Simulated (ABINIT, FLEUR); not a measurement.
An ABINIT input for a self-consistent single point of GaAg (Pm-3m, 2 atoms in the cell) (DFT, PBEsol, plane waves, norm-conserving pseudopotentials (PseudoDojo nc-sr-04 PBEsol standard)):

```
# GaAg, PseudoDojo nc-sr-04 PBEsol standard
pp_dirpath "./"
pseudos "Ga.upf, Ag.upf"
acell 6.2686561924 6.2686561924 6.2686561924
rprim
         1.0000000000    0.0000000000    0.0000000000
         0.0000000000    1.0000000000    0.0000000000
         0.0000000000    0.0000000000    1.0000000000
natom 2
ntypat 2
znucl 31 47
typat 1 2
xred
         0.5000000000    0.5000000000    0.5000000000
         0.0000000000    0.0000000000    0.0000000000
ecut 41
occopt 7
tsmear 0.00999582
nband 22
kptopt 1
ngkpt 13 13 13
nshiftk 1
shiftk 0 0 0
nstep 100
tolvrs 1.0e-10
prtwf 0
prtden 0
enunit 1
```

### Question
Give the FLEUR input for the same structure, mesh, smearing and functional.

### Answer
One input that does it (others would too):

Input of the input generator:

```
GaAg
&input film=f /
6.2686561924 0.0000000000 0.0000000000
0.0000000000 6.2686561924 0.0000000000
0.0000000000 0.0000000000 6.2686561924
1.0
1.0 1.0 1.0

2
31 0.5000000000 0.5000000000 0.5000000000
47 0.0000000000 0.0000000000 0.0000000000

&comp jspins=1 /
&exco xctyp='PBEs' /
&kpt div1=13 div2=13 div3=13 /
&end /
```

```xml
<?xml version="1.0" encoding="UTF-8" standalone="no"?>
<fleurInput fleurInputVersion="0.39">
   <comment>
      GaAg                                                                                                
   </comment>
   <calculationSetup>
      <cutoffs Kmax="4.0" Gmax="16.0" GmaxXC="16.0" numbands="0"/>
      <scfLoop itmax="60" minDistance="0.00001" maxIterBroyd="25" imix="Anderson" alpha="0.05" precondParam="0.0" spinf="2.0"/>
      <coreElectrons ctail="T" frcor="F" kcrel="0" coretail_lmax="0"/>
      <xcFunctional name="PBEs" relativisticCorrections="F"/>
      <magnetism jspins="1"/>
      <soc l_soc="F" theta="0.0" phi="0.0" spav="F"/>
      <expertModes spex="0" secvar="F"/>
      <geometryOptimization l_f="T" forcealpha="1.0" forcemix="BFGS" epsdisp="0.00001" epsforce="0.00001"/>
      <ldaU l_linMix="F" mixParam="0.05" spinf="1.0"/>
   </calculationSetup>
   <cell>
      <bzIntegration valenceElectrons="30.0" mode="gauss" fermiSmearingEnergy="0.00999582">
         <kPointListSelection listName="default-1"/>
         <!-- k-points included here -->
         <xi:include xmlns:xi="http://www.w3.org/2001/XInclude" href="kpts.xml"> </xi:include>
      </bzIntegration>
      <!-- symmetry operations included here -->
      <xi:include xmlns:xi="http://www.w3.org/2001/XInclude" href="sym.xml"> </xi:include>
      <bulkLattice scale="1.0">
         <bravaisMatrix>
            <row-1>    6.2686561923999999     0.0000000000000000     0.0000000000000000</row-1>
            <row-2>    0.0000000000000000     6.2686561923999999     0.0000000000000000</row-2>
            <row-3>    0.0000000000000000     0.0000000000000000     6.2686561923999999</row-3>
         </bravaisMatrix>
      </bulkLattice>
   </cell>
   <atomSpecies>
      <species name="Gallium (Ga)" element="Ga" atomicNumber="31">
         <mtSphere radius="2.49" gridPoints="877" logIncrement="0.014"/>
         <atomicCutoffs lmax="10" lnonsphr="8"/>
         <electronConfig flipSpins="F">
            <coreConfig>(1s1/2) (2s1/2) (2p1/2) (2p3/2) (3s1/2) (3p1/2) (3p3/2)</coreConfig>
            <valenceConfig>(4s1/2) (3d3/2) (3d5/2) (4p1/2) (4p3/2)</valenceConfig>
            <stateOccupation state="(4p1/2)" spinUp="0.1666666666667" spinDown="0.1666666666667"/>
            <stateOccupation state="(4p3/2)" spinUp="0.3333333333333" spinDown="0.3333333333333"/>
         </electronConfig>
         <energyParameters s="4" p="4" d="3" f="4"/>
      </species>
      <species name="Silver (Ag)" element="Ag" atomicNumber="47">
         <mtSphere radius="2.49" gridPoints="877" logIncrement="0.015"/>
         <atomicCutoffs lmax="10" lnonsphr="8"/>
         <electronConfig flipSpins="F">
            <coreConfig>(1s1/2) (2s1/2) (2p1/2) (2p3/2) (3s1/2) (3p1/2) (3p3/2) (4s1/2) (3d3/2) (3d5/2)</coreConfig>
            <valenceConfig>(4p1/2) (4p3/2) (5s1/2) (4d3/2) (4d5/2)</valenceConfig>
            <stateOccupation state="(5s1/2)" spinUp="0.5" spinDown="0.5"/>
         </electronConfig>
         <energyParameters s="5" p="5" d="4" f="4"/>
         <lo type="SCLO" l="1" n="4" eDeriv="0"/>
      </species>
   </atomSpecies>
   <atomGroups>
      <atomGroup species="Gallium (Ga)">
         <relPos label="                   1">1.000/2.000 1.000/2.000 1.000/2.000</relPos>
         <force calculate="T" relaxXYZ="TTT"/>
      </atomGroup>
      <atomGroup species="Silver (Ag)">
         <relPos label="                   2">.0000000000 .0000000000 .0000000000</relPos>
         <force calculate="T" relaxXYZ="TTT"/>
      </atomGroup>
   </atomGroups>
   <output dos="F" band="F" slice="F">
      <checks vchk="F" cdinf="F"/>
      <bandDOS minEnergy="-.5*Htr" maxEnergy="0.5*Htr" sigma="0.015" storeEVData="T"/>
      <vacuumDOS vacdos="F" integ="F" star="F" nstars="0" locx1="0.0" locy1="0.0" locx2="0.0" locy2="0.0" nstm="0" tworkf="0.0"/>
      <unfoldingBand unfoldBand="F" supercellX="1" supercellY="1" supercellZ="1"/>
      <plotting iplot="0" polar="F">
         <plot TwoD="T" vec1="  1.0  0.0  0.0" vec2="  0.0  1.0  0.0" vec3="  0.0  0.0  1.0" zero="  0.0  0.0  0.0" file="plot"/>
      </plotting>
      <chargeDensitySlicing numkpt="0" minEigenval="0.0" maxEigenval="0.0" nnne="0" pallst="F"/>
      <specialOutput eonly="F"/>
      <magneticCircularDichroism mcd="F" energyLo="-10.0" energyUp="0.0"/>
   </output>
  <!-- We include the file relax.xml here to enable relaxations (see documentation) -->
  <xi:include xmlns:xi="http://www.w3.org/2001/XInclude" href="relax.xml"> <xi:fallback/> </xi:include>
</fleurInput>
```

Basis, cutoffs, solver keys and any potentials are the target program's own. This input uses DFT, PBEsol, all-electron FLAPW (FLEUR), scalar-relativistic valence.

The starting cell comes from a database of computed structures (which also holds hypothetical and non-ambient phases and stackings), without a prior relaxation at this level.
